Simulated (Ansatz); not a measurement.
The reference is BP (space group P4_2/mnm, No. 136; a hypothetical phase, not in the database extracts checked).

Space group P4₂/mnm (No. 136); a = b = 5.5323 Å, c = 3.1873 Å, α = β = γ = 90.00°

```json
[
 {"atom": "B", "site": "4g", "symmetry": "m.2m", "x": "0.1784", "y": "0.1784", "z": "0.5000"},
 {"atom": "P", "site": "4f", "symmetry": "m.2m", "x": "0.3193", "y": "0.3193", "z": "0.0000"}
]
```

All numbers come from plane-wave PAW DFT at the PBEsol level (Ansatz, a quantum-chemistry and plane-wave program, 420 eV), no SOC.

For the base:

```
Item                           Result
----------------------------  -------
Gap between the host's bands  0.27 eV
```

Modification: 1.95 holes added to each cell, a density of 2.0×10^22 cm⁻³, with a uniform compensating background at fixed cell and a 300 K Fermi–Dirac width.

Task: What does the calculation give for the Fermi level from band edge and gap between the host's bands after the change?

Result: The Fermi level relative to the doped band's edge (positive inside the band; to 0.05 eV) is +1.85 eV; the gap between the host's bands goes up by 0.45 eV (0.27 eV → 0.72 eV).

Charged cell with a jellium background: band edges are those of the host's band count, energies are not comparable with the neutral cell, and many-body gap narrowing is missing. No phonon test of stability was made. The zero or small gap of BP can change with the level of theory.
